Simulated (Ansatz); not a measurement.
Consider PbS in the rock salt structure (space group Fm-3m, No. 225; a = 5.903 Å).

All numbers come from Ansatz (a quantum-chemistry and plane-wave program), PBEsol, PAW, cutoff 420 eV, no spin-orbit coupling, earlier PAW set.

One change was made to it. Results:

The shortest interatomic distance drops by 0.011 Å, from 2.951 Å to 2.940 Å; the width of the top valence band grows by 0.091 eV, from 3.57 eV to 3.67 eV; the band gap falls by 0.04 eV (0.20 eV → 0.16 eV); the density grows by 0.09 g/cm³ to 7.82 g/cm³.

Q: Name the change that was made.
(A) pressure −2 GPa
(B) pressure 0.7 GPa
(C) pressure 0.3 GPa
(D) pressure 1.5 GPa

A: B, pressure 0.7 GPa. For comparison, the density in the other runs: pressure 0.3 GPa gives 7.77 g/cm³; pressure 1.5 GPa gives 7.91 g/cm³; pressure −2 GPa gives 7.45 g/cm³.

With Pb present, leaving out spin-orbit coupling can change the band edges. Load acts through the strain it causes; cell and atoms are relaxed under it. No phonon test of stability was made. The zero or small gap of PbS can change with the level of theory.
